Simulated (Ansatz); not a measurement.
Here is the system:

End structure of a constructed model of the (111) surface of fcc Ni, ferromagnetic, a layer of Al in place of the second plane (bottom of the slab: a bare face, its two planes held):

```
CELL_PARAMETERS angstrom
      2.48857     0.00000     0.00000
     -1.24429     2.15517     0.00000
      0.00000     0.00000    26.50000
ATOMIC_POSITIONS crystal
  Ni 0.33333 0.66667 0.30899
  Ni 0.66667 0.33333 0.38567
  Ni 0.00000 0.00000 0.46208
  Ni 0.33333 0.66667 0.54008
  Al 0.66667 0.33333 0.61508
  Ni 0.00000 0.00000 0.68914
```

Model: 6-atom slab, 10.1 Å thick at the start (thin: gaps and levels are the slab's own), 17x17x1 mesh, Fermi-Dirac 0.1 eV, dipole correction, 2 atoms held, the rest relaxed; held to the start's symmetry, so lower structures may exist; spin-polarised, ending with about 2.2 μB a cell; orders that need a larger cell were not tried, no spin-orbit, no U. In PBE it is, or lies within 0.01 eV a 1x1 cell of, the lowest of the 2 structures of its composition computed so far; larger cells were not tried.

Task: What work function of the top face does PBE in Ansatz (a program for electronic structure) give?

Result: 4.89 eV
